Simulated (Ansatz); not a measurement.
Start from MoS$_{2}$ in the 3R-MoS2 type structure (space group R3m, No. 160; layered, stacked along the Cartesian z axis).

```yaml
crystal:
  lattice:
    - [1.55787, 0.89944, 5.78587]
    - [-1.55787, 0.89944, 5.78587]
    - [0.00000, -1.79888, 5.78587]
  atoms:
    - { symbol: Mo, position: [0.00004, 0.00004, 0.00004] }
    - { symbol: S, position: [0.75646, 0.75646, 0.75646] }
    - { symbol: S, position: [0.57680, 0.57680, 0.57680] }
```

Cartesian axes are those of the cell as printed.

The values are results of PBEsol-D3(BJ) (Ansatz, a quantum-chemistry and plane-wave program; PAW; 420 eV plane waves; no SOC), earlier PAW set, not measurements.

Strains are applied to the cell and any free atomic positions relax; under biaxial strain the out-of-plane vector relaxes too.

One change was made to it. Results:

| quantity | base | after |
|---|---|---|
| smallest direct gap | 1.87 eV | 1.72 eV |
| band gap | 0.50 eV | 0.68 eV |
| shortest interatomic distance | 2.380 Å | 2.354 Å |
| pressure (mean of the normal stresses, compression positive) | 0.00 GPa | 11.27 GPa |
| energy relative to the base (free energy F) | 0 meV/atom | +75 meV/atom |

Q: Name the change that was made.
A. biaxial strain −4.68 %, plane normal [001], relaxed out of plane
B. uniaxial strain ε_yy = +5.69 %
C. biaxial strain −3.27 %, plane normal [001], relaxed out of plane
D. biaxial strain −3.39 %, plane normal [001], relaxed out of plane
E. uniaxial strain ε_zz = +5.87 %

A: A, biaxial strain −4.68 %, plane normal [001], relaxed out of plane. For comparison, the band gap in the other runs: uniaxial strain ε_zz = +5.87 % gives 0.86 eV; biaxial strain −3.27 %, plane normal [001], relaxed out of plane gives 0.61 eV; uniaxial strain ε_yy = +5.69 % gives 0.43 eV; biaxial strain −3.39 %, plane normal [001], relaxed out of plane gives 0.61 eV.

No phonon test of stability was made.
